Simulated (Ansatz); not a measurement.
End structure of Al on a Ru site (surface) in a 3x3 cell of the 1x1 (0001) surface of hcp Ru:

```yaml
crystal:
  lattice:
    - [8.16420, 0.00000, 0.00000]
    - [-4.08210, 7.07041, 0.00000]
    - [0.00000, 0.00000, 25.50000]
  atoms:
    - { symbol: Ru, position: [0.22222, 0.11111, 0.37633] }
    - { symbol: Ru, position: [0.22222, 0.44444, 0.37633] }
    - { symbol: Ru, position: [0.22222, 0.77778, 0.37633] }
    - { symbol: Ru, position: [0.55556, 0.11111, 0.37633] }
    - { symbol: Ru, position: [0.55556, 0.44444, 0.37633] }
    - { symbol: Ru, position: [0.55556, 0.77778, 0.37633] }
    - { symbol: Ru, position: [0.88889, 0.11111, 0.37633] }
    - { symbol: Ru, position: [0.88889, 0.44444, 0.37633] }
    - { symbol: Ru, position: [0.88889, 0.77778, 0.37633] }
    - { symbol: Ru, position: [0.11111, 0.22222, 0.45795] }
    - { symbol: Ru, position: [0.11071, 0.55538, 0.45738] }
    - { symbol: Ru, position: [0.11071, 0.88867, 0.45738] }
    - { symbol: Ru, position: [0.44466, 0.22262, 0.45738] }
    - { symbol: Ru, position: [0.44466, 0.55538, 0.45738] }
    - { symbol: Ru, position: [0.44444, 0.88889, 0.45788] }
    - { symbol: Ru, position: [0.77796, 0.22262, 0.45738] }
    - { symbol: Ru, position: [0.77778, 0.55556, 0.45803] }
    - { symbol: Ru, position: [0.77796, 0.88867, 0.45738] }
    - { symbol: Ru, position: [0.22166, 0.11168, 0.54102] }
    - { symbol: Ru, position: [0.22166, 0.44331, 0.54102] }
    - { symbol: Ru, position: [0.22173, 0.77753, 0.54242] }
    - { symbol: Ru, position: [0.55580, 0.11160, 0.54242] }
    - { symbol: Ru, position: [0.55475, 0.44404, 0.54229] }
    - { symbol: Ru, position: [0.55580, 0.77753, 0.54242] }
    - { symbol: Ru, position: [0.89002, 0.11168, 0.54102] }
    - { symbol: Ru, position: [0.88929, 0.44404, 0.54229] }
    - { symbol: Ru, position: [0.88929, 0.77858, 0.54229] }
    - { symbol: Al, position: [0.11111, 0.22222, 0.62964] }
    - { symbol: Ru, position: [0.11101, 0.56107, 0.62387] }
    - { symbol: Ru, position: [0.11101, 0.88328, 0.62387] }
    - { symbol: Ru, position: [0.45005, 0.22232, 0.62387] }
    - { symbol: Ru, position: [0.45005, 0.56107, 0.62387] }
    - { symbol: Ru, position: [0.44444, 0.88889, 0.62340] }
    - { symbol: Ru, position: [0.77226, 0.22232, 0.62387] }
    - { symbol: Ru, position: [0.77778, 0.55556, 0.62428] }
    - { symbol: Ru, position: [0.77226, 0.88328, 0.62387] }
```

Slab: 36 atoms, 6.3 Å thick at the start (thin: gaps and levels are the slab's own); k 4x4x1, smearing 0.1 eV, dipole-corrected; 9 atoms held, the rest relaxed; start symmetry kept, larger cells not searched; no spin, no spin-orbit, no U.

Task: What is the computed change of the work function (PBE (Ansatz, a program for electronic structure))?

Result: -0.069 eV

Task: What formation energy against fcc Al, hcp Ru does PBE give?

Result: -1.83 eV

Task: Predict the work function of the top face from PBE.

Result: 4.93 eV

Task: What change of the step from the bottom to the top vacuum level, against the clean slab does PBE give?

Result: -0.083 eV
